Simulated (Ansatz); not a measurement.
Worked example: self-consistent single point of Al (Fm-3m, 1 atom in the cell) in Ansatz (a quantum-chemistry and plane-wave program).

Method: PBEsol, PAW files made with PBE (plane waves; Ansatz).

```yaml
crystal:
  lattice:
    - [0.00000, 2.03107, 2.03107]
    - [2.03107, 0.00000, 2.03107]
    - [2.03107, 2.03107, 0.00000]
  atoms:
    - { symbol: Al, position: [0.00000, 0.00000, 0.00000] }
```

Reference input (self-consistent single point, DFT, PBEsol, plane waves, PAW files made with PBE): basis.ecutwfc = 30.9 Ry; kpoints.mp_grid.grid = 14 14 14; hamiltonian.xc = pbesol; hamiltonian.pseudopotentials = {kind: paw} (the program's default PAW files); scf.occupations.method = gaussian; scf.occupations.width = 0.0073 Ry. This run's input differs from it in these lines:

Ansatz 0.2 input:
```diff
@@ -10,3 +10,3 @@
 kpoints:
-  mp_grid: { grid: [14, 14, 14] }
+  mp_grid: { grid: [23, 23, 23] }
 hamiltonian:
@@ -15,3 +15,3 @@
 scf:
-  occupations: { method: gaussian, width: 0.0073 Ry }
+  occupations: { method: methfessel_paxton, width: 0.0147 Ry }
 output:
```

Output, abridged:

```
SCF iter   1: F=—  HF=-524.589828 eV  |F-HF|=—  |Δ(HF+E_count)|=         —  Δρ=2.24e-2  dr2=9.07e-2  ethr=3.10e-3  ⟨swp⟩=4.3  Hψ=17982  notcnv=0
all-band conjugate gradients solve this SCF's bands
preconditioner: auto → none
SCF iter   2: F=—  HF=-524.555892 eV  |F-HF|=—  |Δ(HF+E_count)|=   3.39e-2  S|Δr|=    0.00e0  Δρ=1.06e-2  dr2=2.03e-2  ethr=3.02e-3  ⟨swp⟩=1.0  Hψ=5096  notcnv=0
SCF iter   3: F=—  HF=-524.543053 eV  |F-HF|=—  |Δ(HF+E_count)|=   1.28e-2  S|Δr|=    0.00e0  Δρ=2.10e-4  dr2=7.43e-6  ethr=6.76e-4  ⟨swp⟩=1.0  Hψ=2033  notcnv=0
SCF iter   4: F=—  HF=-524.543050 eV  |F-HF|=—  |Δ(HF+E_count)|=   2.92e-6  S|Δr|=    0.00e0  Δρ=1.92e-5  dr2=6.14e-8  ethr=3.33e-9  ⟨swp⟩=7.3  Hψ=13114  notcnv=0
SCF iter   5: F=-524.543050 eV  HF=-524.543050 eV  |F-HF|=3.14e-11  |Δ(HF+E_count)|=   5.84e-8  S|Δr|=    0.00e0  Δρ=2.02e-6  dr2=2.60e-10  ethr=2.05e-9  ⟨swp⟩=1.5  Hψ=5733  notcnv=0
SCF 1 converged in 5 iterations: F = -524.543050 eV  dr2 = 2.60e-10
Stability not checked (fill_not_monotonic)
Free energy (F): -524.543050 eV
Internal energy: -524.543050 eV  (E = F + TS)
E sigma→0 (E₀):  -524.543050 eV
Entropy (-TS):   -0.000000 eV (-0.000 meV/atom)
Fermi energy:    7.703567 eV
--- Forces (eV/Å), atoms counted from 1 ---
  atom   1  Al    -0.00000000    -0.00000000     0.00000000
--- Stress (GPa, compression-positive) ---
       -2.681349      -0.000000       0.000000
        0.000000      -2.681349       0.000000
       -0.000000       0.000000      -2.681349
  P = ⅓ Tr σ = -2.6813 GPa (-26.813 kbar)
  The stress holds the Pulay correction. Without it, at fixed plane waves, as pw.x and ABINIT print it: P = -2.7086 GPa
```

The run converged in 5 iterations. Against the reference run the free energy falls by 6.0 meV/atom and the pressure goes from -2.89 to -2.68 GPa.

The starting cell has typed, rounded lattice constants, without a prior relaxation at this level. Its lattice was rescaled by up to half a per cent. Ansatz's pressure includes its estimate of the finite-basis (Pulay) stress.
